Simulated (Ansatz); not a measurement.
The parent structure is WC (space group P-6m2, No. 187; a = 2.898 Å, c = 2.828 Å).

All numbers come from PBEsol (Ansatz, a first-principles code, PAW, without spin-orbit coupling).

One change was made to it. Results:

| quantity | base | after |
|---|---|---|
| c/a ratio | 0.976 | 0.978 |
| lattice parameter a | 2.898 Å | 2.863 Å |

### Question
Which change produced these results?
A. pressure 2.1 GPa
B. pressure −1 GPa
C. pressure 0.9 GPa
D. pressure 15 GPa
E. pressure 4.5 GPa

### Answer
D, pressure 15 GPa. For comparison, the lattice parameter a in the other runs: pressure 4.5 GPa gives 2.887 Å; pressure −1 GPa gives 2.901 Å; pressure 0.9 GPa gives 2.896 Å; pressure 2.1 GPa gives 2.893 Å.

Load acts through the strain it causes; cell and atoms are relaxed under it. No phonon test of stability was made. Competing high-pressure phases were not computed. All final runs are without spin polarisation.
